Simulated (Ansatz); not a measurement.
The reference is ZrO2 (space group P4_2/nmc, No. 137; a = 3.5845 Å, c = 5.1787 Å). Axes: x, y, z lie along a, b, c of the conventional cell.

Perturbation: compressive biaxial strain of 2.33 % in the plane normal to [001], as in epitaxy on a mismatched substrate; the out-of-plane cell vector and the atoms relax.

Levels (all Ansatz, a quantum-chemistry and plane-wave program, PAW, earlier PAW set): PBEsol (420 eV, without spin-orbit coupling); PBEsol+SOC (420 eV, spin-orbit coupling included).

The geometry is relaxed with PBEsol.

- PBEsol lowest conduction level above the VBM at special points = Γ 4.15 eV; X 4.58 eV; R 4.61 eV; Z 4.70 eV
- PBEsol pressure = 9.46 GPa
- PBEsol electron mass = 2.2 mₑ out of plane, 0.61 mₑ in plane (at Γ)
- PBEsol smallest direct gap = 4.28 eV

With PBEsol+SOC at the same geometry, the lowest conduction level above the VBM at special points changes from Γ 4.15 eV; X 4.58 eV; R 4.61 eV; Z 4.70 eV to Γ 4.15 eV; X 4.58 eV; R 4.60 eV; Z 4.70 eV; the pressure stays essentially unchanged (9.46 GPa against 9.45 GPa); the electron mass stays 2.2 mₑ out of plane, 0.61 mₑ in plane (at Γ); the smallest direct gap hardly moves (4.28 eV against 4.27 eV).

Single points use the geometry relaxed with PBEsol. Differences between runs with and without spin-orbit coupling are approximate. Effective masses come from finite differences of ±0.01 Å⁻¹. Whether these cells are dynamically stable was not tested. This is not the structure that ZrO2 has at room temperature and ambient pressure.
